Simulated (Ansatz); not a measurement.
**CsPbBr3: pressure series**

Consider CsPbBr$_{3}$ in the cubic perovskite structure (space group Pm-3m, No. 221; a = 5.770 Å).

Cell and atoms are relaxed at each pressure.

The values are results of Ansatz (a first-principles code) LDA, scalar-relativistic without spin-orbit coupling, not measurements.

Task: Only one of these has no band gap. Which?
A. pressure −1 GPa
B. pressure 1.5 GPa
C. pressure 7.5 GPa
D. pressure 0.7 GPa
E. pressure 10 GPa

Result: E, pressure 10 GPa. Computed: pressure −1 GPa: 1.36 eV; pressure 7.5 GPa: 0.09 eV; pressure 0.7 GPa: 1.04 eV; pressure 10 GPa: zero; pressure 1.5 GPa: 0.91 eV

The mesh was chosen for an insulator and is coarse for the gapless case. Spin-orbit coupling, missing from the scalar runs, can matter with Pb. Load acts through the strain it causes; cell and atoms are relaxed under it. No phonon test of stability was made. No other phases were tried under pressure. The final runs are not spin-polarised. Many cubic perovskites are stable only at high temperature; tilts and polar distortions were not tested. This is not the structure that CsPbBr3 has at room temperature and ambient pressure. A zero or small gap of CsPbBr3 under pressure 7.5 GPa and CsPbBr3 under pressure 10 GPa can be the functional's error rather than a property of the material.
